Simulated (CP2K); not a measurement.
**Input and output of a self-consistent single point for Tl (Im-3m, 1 atom in the cell) (CP2K)**

Computed with LDA (Pade form), GPW, DZVP-MOLOPT-SR-GTH basis, GTH-PADE potentials (GTH_POTENTIALS) run with CP2K.

Input:

```
&GLOBAL
  PROJECT run
  RUN_TYPE ENERGY_FORCE
  PRINT_LEVEL LOW
&END GLOBAL
&FORCE_EVAL
  METHOD Quickstep
  STRESS_TENSOR ANALYTICAL
  &DFT
    BASIS_SET_FILE_NAME BASIS_MOLOPT
    POTENTIAL_FILE_NAME GTH_POTENTIALS
    &QS
      METHOD GPW
      EPS_DEFAULT 1E-10
    &END QS
    &MGRID
      CUTOFF 500
      REL_CUTOFF 40
      NGRIDS 5
    &END MGRID
    &SCF
      SCF_GUESS ATOMIC
      EPS_SCF 1E-6
      MAX_SCF 100
      ADDED_MOS 4
      &DIAGONALIZATION
        ALGORITHM STANDARD
      &END DIAGONALIZATION
      &MIXING
        METHOD BROYDEN_MIXING
        ALPHA 0.2
        NBUFFER 8
        BETA 1
      &END MIXING
      &SMEAR ON
        METHOD METHFESSEL_PAXTON
        SIGMA [eV] 0.136
      &END SMEAR
    &END SCF
    &KPOINTS
      SCHEME MONKHORST-PACK 10 10 10
      GAMMA_CENTERED T
    &END KPOINTS
    &XC
      &XC_FUNCTIONAL PADE
      &END XC_FUNCTIONAL
    &END XC
    &PRINT
      &MO
        EIGENVALUES T
        OCCUPATION_NUMBERS T
        NDIGITS 8
        FILENAME mo
        &EACH
          QS_SCF 0
        &END EACH
        ADD_LAST NUMERIC
      &END MO
      &MULLIKEN OFF
      &END MULLIKEN
    &END PRINT
  &END DFT
  &SUBSYS
    &CELL
      A 3.36191100 0.00000000 0.00000000
      B -1.12063700 3.16964000 0.00000000
      C -1.12063700 -1.58482000 2.74498900
      PERIODIC XYZ
    &END CELL
    &COORD
      SCALED
      Tl       0.00000000     0.00000000     0.00000000
    &END COORD
    &KIND Tl
      BASIS_SET DZVP-MOLOPT-SR-GTH-q13
      POTENTIAL GTH-PADE-q13
    &END KIND
  &END SUBSYS
  &PRINT
    &FORCES ON
    &END FORCES
    &STRESS_TENSOR ON
    &END STRESS_TENSOR
  &END PRINT
&END FORCE_EVAL
```

The program printed (abridged):

```
 GLOBAL| Method name                                                        CP2K
 GLOBAL| Project name                                                        run
 GLOBAL| Run type                                                   ENERGY_FORCE

 TOTAL NUMBERS AND MAXIMUM NUMBERS

  Total number of            - Atomic kinds:                                   1
                             - Atoms:                                          1
                             - Shell sets:                                     1
                             - Shells:                                         7
                             - Primitive Cartesian functions:                  6
                             - Cartesian basis functions:                     30
                             - Spherical basis functions:                     25

  Maximum angular momentum of- Orbital basis functions:                        3
                             - Local part of the GTH pseudopotential:          0
                             - Non-local part of the GTH pseudopotential:      4

 SCF PARAMETERS         Density guess:                                    ATOMIC
                        max_scf:                                             100
                        max_diis:                                              4
                        eps_scf:                                        1.00E-06
                        eps_diis:                                       1.00E-01
                        eps_eigval:                                     1.00E-05
                        level_shift [a.u.]:                             0.000000
                        added MOs                                         4    0
                        Mixing method:                            BROYDEN_MIXING
                                                charge density mixing in g-space
                        Smear method:                          METHFESSEL_PAXTON
                        Smearing width (sigma) [a.u.]:                  5.00E-03
                        Accuracy threshold:                             1.00E-10
                        No outer SCF

 Extrapolation method: initial_guess

 Number of electrons:                                                         13
 Number of occupied orbitals:                                                  7
 Number of molecular orbitals:                                                11

 Number of orbital functions:                                                 25
 Number of independent orbital functions:                                     25

 SCF WAVEFUNCTION OPTIMIZATION

  Step     Update method      Time    Convergence         Total energy    Change
     1 NoMix/Diag. 0.20E+00      -     0.50108791       -50.0422026539 -5.00E+01
     2 Broy./Diag. 0.20E+00      -     0.01059760       -50.3273493670 -2.85E-01
     3 Broy./Diag. 0.20E+00      -     0.03592337       -50.1238787461  2.03E-01
     4 Broy./Diag. 0.20E+00      -     0.00420334       -49.9872347769  1.37E-01
     5 Broy./Diag. 0.20E+00      -     0.00120163       -49.9918024520 -4.57E-03
     6 Broy./Diag. 0.20E+00      -     0.00004847       -49.9954350008 -3.63E-03
     7 Broy./Diag. 0.20E+00      -     0.00001429       -49.9959236263 -4.89E-04
     8 Broy./Diag. 0.20E+00      -     0.00000421       -49.9958728410  5.08E-05
     9 Broy./Diag. 0.20E+00      -     0.00000725       -49.9958064397  6.64E-05
    10 Broy./Diag. 0.20E+00      -     0.00000009       -49.9958001481  6.29E-06

  *** SCF run converged in    10 steps ***

  Electronic density on regular grids:        -12.9999999994        0.0000000006
  Core density on regular grids:               12.9999999986       -0.0000000014
  Total charge density on r-space grids:       -0.0000000008
  Total charge density g-space grids:          -0.0000000008

  Overlap energy of the core charge distribution:               0.00000000000003
  Self energy of the core charge distribution:                -86.68003601779165
  Core Hamiltonian energy:                                     25.26754481324172
  Hartree energy:                                              17.96185737182768
  Exchange-correlation energy:                                 -6.54515091614849
  Smearing free energy correction:                             -0.00001539928010
  Fermi energy:                                                 0.24353859200935

  Total energy:                                               -49.99580014814678

 ENERGY| Total FORCE_EVAL ( QS ) energy [hartree]            -49.995802468615842

 FORCES| Atomic forces [hartree/bohr]
 FORCES|   Atom     x               y               z               |f|
 FORCES|      1 -5.31984567E-15  2.13977324E-15 -7.27511817E-16   5.78002257E-15
 FORCES| Sum    -5.31984567E-15  2.13977324E-15 -7.27511817E-16
 FORCES| Total atomic force                                       5.78002257E-15

 STRESS| Analytical stress tensor [bar]
 STRESS|                        x                   y                   z
 STRESS|      x       -1.86702205668E+04  -5.30484217319E+00  -9.16385217146E+00
 STRESS|      y       -5.30484217319E+00  -1.86739215732E+04  -1.29596431814E+01
 STRESS|      z       -9.16385217146E+00  -1.29596431814E+01  -1.86889190336E+04
 STRESS| 1/3 Trace                                            -1.86776870579E+04
```

The run converged in 10 iterations.

The starting cell comes from a database of published, mostly measured structures (it also holds non-ambient and calculated ones), without a prior relaxation at this level. Values carry the incompleteness of an atom-centred basis.
